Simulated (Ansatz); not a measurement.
**CdTe: band gap against strain**

CdTe (zinc blende, F-43m, 34.150 Å³/atom at rest, cube axes along x, y and z) under a strain ε along a cube axis (axis z), the other axes held. PBEsol in Ansatz, a plane-wave DFT program (PAW, default set), 420 eV, 9×9×9 Γ-centred mesh, Fermi-Dirac smearing 0.05 eV; ions are relaxed within the symmetry of each cell. Gaps are the smallest over the k-mesh and a band path, without spin-orbit coupling; in all rows the valence edge lies at Γ and the conduction edge at Γ.

Here s stands for strain and Eg for gap.

| strain (%) | gap (eV) |
|---|---|
| 0.00 | 0.650 |
| 0.50 | 0.629 |
| 1.00 | 0.609 |
| 1.50 | 0.589 |
| 3.00 | ? |

The 4 complete rows are fitted with a straight line, Eg against s. Means: s 0.75000, Eg 0.6192. About the means, the sum of products is -0.050750 and the sum of squares of s is 1.2500; the slope is their ratio. Least squares gives Eg = 0.6497 - 0.04060·s. Residuals (row less fit): 0.0003, -0.0004, -0.0001, 0.0002; standard error 0.0004 (degrees of freedom: 2). Over these rows the gap moves by -4.1 ± 0.03 eV per unit strain.

Question: Estimate the missing Eg (s = 3.00); what did the run itself give?

Answer: Eg = 0.6497 - 0.04060 × 3.0 = 0.5279 eV. The calculation gives 0.528 eV, which the fit meets to the printed digits. The row lies outside the fitted rows, so this is an extrapolation. The fitted rows scatter only by rounding.

Spin-orbit coupling is left out, which can shift this property for CdTe. Rows are the converged runs of the series near zero and its far end; series whose fitted rows scatter by over a few per cent of the range, as at a crossing or softening among them, aren't shown in this form. Most that stay on the fit to the last digits aren't either.
